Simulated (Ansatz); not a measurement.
The structure below was relaxed with Ansatz (an electronic-structure program), PBE, PAW, cutoff 420 eV, no spin-orbit coupling, at pressure 15 GPa.

Space group P6/mmm (No. 191); a = b = 3.116 Å, c = 3.468 Å, α = β = 90.00°, γ = 120.00°

```
atom  site  symmetry       x       y       z
----  ----  --------  ------  ------  ------
Zr      1a     6/mmm  0.0000  0.0000  0.0000
B       2d      -6m2  0.3333  0.6667  0.5000
```

Question: Write out a cell with all atoms.

Answer: 
```
ZrB2
1.0
    3.11568     0.00000     0.00000
   -1.55784     2.69826     0.00000
    0.00000     0.00000     3.46793
Zr B
1 2
Direct
  0.00000   0.00000   0.00000
  0.66667   0.33333   0.50000
  0.33333   0.66667   0.50000
```
This is the conventional cell.

Load acts through the strain it causes; cell and atoms are relaxed under it. Whether these cells are dynamically stable was not tested. No other phases were tried under pressure. All final runs are without spin polarisation. The cell was made from ZrB₂ (space group P6/mmm, No. 191) by this change: pressure 15 GPa.
